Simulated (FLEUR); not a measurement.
Input and output of a self-consistent single point for Al2Pt (Fm-3m, 3 atoms in the cell) (FLEUR).

Method: PBE, all-electron FLAPW (FLEUR), scalar-relativistic valence run with FLEUR.

```xyz
3
Lattice="0.0000 2.9550 2.9550 2.9550 0.0000 2.9550 2.9550 2.9550 0.0000" Properties=species:S:1:pos:R:3 pbc="T T T"
Pt     0.0000     0.0000     0.0000
Al     1.4775     1.4775     1.4775
Al     4.4325     4.4325     4.4325
```

Reference input (self-consistent single point, DFT, PBE, all-electron FLAPW (FLEUR), scalar-relativistic valence): Kmax = 4.6 1/bohr; GmaxXC = 13.8 1/bohr; xcFunctional = pbe; jspins = 1; l_soc = F; mode = hist; fermiSmearingEnergy = 0.00367493 Htr; mesh (inpgen div1-3) = 7 7 7; inpgen gamma flag = false; Gmax = 13.8 1/bohr; numbands = 0; maxIterBroyd = 15. This run's input differs from it in these lines:

```diff
@@ -24,3 +24,3 @@
    <calculationSetup>
-      <cutoffs Kmax="4.6" Gmax="13.8" GmaxXC="13.8" numbands="0"/>
+      <cutoffs Kmax="3.9" Gmax="11.7" GmaxXC="11.7" numbands="0"/>
       <scfLoop itmax="80" minDistance="0.00001" maxIterBroyd="15" imix="Anderson" alpha="0.05" precondParam="0.0" spinf="2.0"/>
```

Log, with long lists cut:

```
 Iteration:     1   Distance:      14.06151218 me/bohr^3
 Iteration:     2   Distance:      12.08073794 me/bohr^3
 Iteration:     3   Distance:       5.36627933 me/bohr^3
 Iteration:     4   Distance:       2.35687481 me/bohr^3
 Iteration:     5   Distance:       0.97500069 me/bohr^3
   [... 7 lines left out ...]
 Iteration:    13   Distance:       0.00015731 me/bohr^3
 Iteration:    14   Distance:       0.00001106 me/bohr^3
 Iteration:    15   Distance:       0.00001007 me/bohr^3
 Iteration:    16   Distance:       0.00000949 me/bohr^3
 Run finished successfully
 Stop message:
   Structural relaxation: Done

[file out, last iteration]
             iter=     17
[...]
          total density-effective poten   -3.3193339861E+04
          total charge density-energy d   -3.9464166785E+02
 Updated energy parameters for spin:           1
[...]
 fermi energy and band-weighting factors:
    0.652550    0.652550

[...]
FERMIE:
          first approx. to ef    (T=0)  :   0.308524 htr   (energy of the highest occ. eigenvalue)
          number of occ. states  (T=0)  :        214
          first approx. to seigv (T=0)  :  -7.428707 htr
          sum of weights of occ. states :  11.005831
          sum of semicore charge        :   0.000000 e
FERHIS:  Fermi-Energy by histogram:
          bandgap                     :   0.002382 htr
   [... lines left out ...]
          charge neutrality (T=0)     :   0.011662    (zero if the highest occ. eigenvalue is "entirely" occupied)
     EF_NEWTON:  Adjust Fermi-Energy by Newton-Method.
 Direct bandgap for spin            1 :    2.8814405243978825E-002  Htr
 ---->    free energy=                    -18932.4666343672 htr
   [... lines left out ...]
      extrapolation for T->0
 ---->    total electron energy=          -18932.4657657471 htr
 ***** TOTAL FORCES ON ATOMS *****
 TOTAL FORCE FOR ATOM TYPE=  1  X=  0.000   Y=  0.000   Z=  0.000
                       FX_TOT= 0.000000 FY_TOT= 0.000000 FZ_TOT= 0.000000
 TOTAL FORCE FOR ATOM TYPE=  2  X=  2.792   Y=  2.792   Z=  2.792
                       FX_TOT= 0.000000 FY_TOT= 0.000000 FZ_TOT= 0.000000
 Structural relaxation: Done
```

The run converged in 16 iterations. FLEUR gives forces in its relaxation mode, with a further iteration, so its stop message speaks of a relaxation. Against the reference run the free energy rises by 5.7 meV/atom.

The starting cell comes from a database of published, mostly measured structures (it also holds non-ambient and calculated ones), without a prior relaxation at this level. Spin-orbit coupling is off. Spin polarisation is off. Values depend on the basis (sphere radii, cutoffs, local orbitals), which need not be converged. The log's line on a gap gives a spacing of levels on this mesh, which the program prints for metals too.

Cost on one core of a shared machine: roughly 50 s.
